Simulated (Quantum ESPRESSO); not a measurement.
# How a calculation on Hf₃Au (Pm-3m, 4 atoms in the cell) responds to its settings

```
Hf3Au
1.0
    4.35065     0.00000     0.00000
    0.00000     4.35065     0.00000
    0.00000     0.00000     4.35065
Hf Au
3 1
Direct
  0.50000   0.00000   0.00000
  0.00000   0.50000   0.00000
  0.00000   0.00000   0.50000
  0.50000   0.50000   0.50000
```

Base run A: LDA (PZ), GBRV 1.5 ultrasoft (LDA) pseudopotentials (Quantum ESPRESSO), self-consistent single point.

Its settings: ecutwfc = 40 Ry; ecutrho = 320 Ry; occupations = smearing; smearing = mp; degauss = 0.0073499 Ry; potentials = {Hf: hf_lda_v1.uspp.F.UPF, Au: au_lda_v1.uspp.F.UPF}; K_POINTS = automatic 6 6 6 0 0 0; conv_thr = 1e-10 Ry.

The starting cell comes from a database of computed structures (which also holds hypothetical and non-ambient phases and stackings), without a prior relaxation at this level. In the base run, with a pressure of about -10 GPa the cell is away from its equilibrium volume at this level.

ΔF is the free energy per atom less that of run A. 

Run A gave: pressure (GPa) -9.89; TS (meV/atom) -0.9; k-points 20.

Runs:
- B: degauss, K_POINTS = 0.002205 Ry, automatic 4 4 4 0 0 0
- C: degauss, K_POINTS = 0.0073499 Ry, automatic 4 4 4 0 0 0
- D: degauss, K_POINTS = 0.02205 Ry, automatic 4 4 4 0 0 0
- E: degauss, K_POINTS = 0.002205 Ry, automatic 5 5 5 0 0 0
- F: degauss, K_POINTS = 0.0073499 Ry, automatic 5 5 5 0 0 0
- G: degauss, K_POINTS = 0.02205 Ry, automatic 5 5 5 0 0 0
- H: degauss, K_POINTS = 0.002205 Ry, automatic 6 6 6 0 0 0
- I: degauss, K_POINTS = 0.02205 Ry, automatic 6 6 6 0 0 0
- J: degauss, K_POINTS = 0.002205 Ry, automatic 7 7 7 0 0 0
- K: degauss, K_POINTS = 0.0073499 Ry, automatic 7 7 7 0 0 0
- L: degauss, K_POINTS = 0.02205 Ry, automatic 7 7 7 0 0 0

**Question.** What does run K change against A?

**Answer.** The free energy goes up by 3.2 meV/atom and the pressure goes from -9.89 to -10.06 GPa.

| run | ΔF (meV/atom) | pressure (GPa) | TS (meV/atom) | k-points |
|---|---|---|---|---|
| A | 0.00 | -9.89 | -0.9 | 20 |
| B | 10.4 | -9.50 | 0.7 | 10 |
| C | 8.2 | -9.48 | 3.1 | 10 |
| D | 5.9 | -9.47 | 1.6 | 10 |
| E | 13.6 | -10.26 | 1.0 | 10 |
| F | 11.1 | -10.25 | 3.8 | 10 |
| G | 4.0 | -10.08 | 11.3 | 10 |
| H | -0.16 | -9.92 | 0.0 | 20 |
| I | 1.00 | -9.95 | 3.5 | 20 |
| J | 3.3 | -10.17 | -0.1 | 20 |
| K | 3.2 | -10.06 | 0.5 | 20 |
| L | 1.39 | -9.93 | 2.8 | 20 |
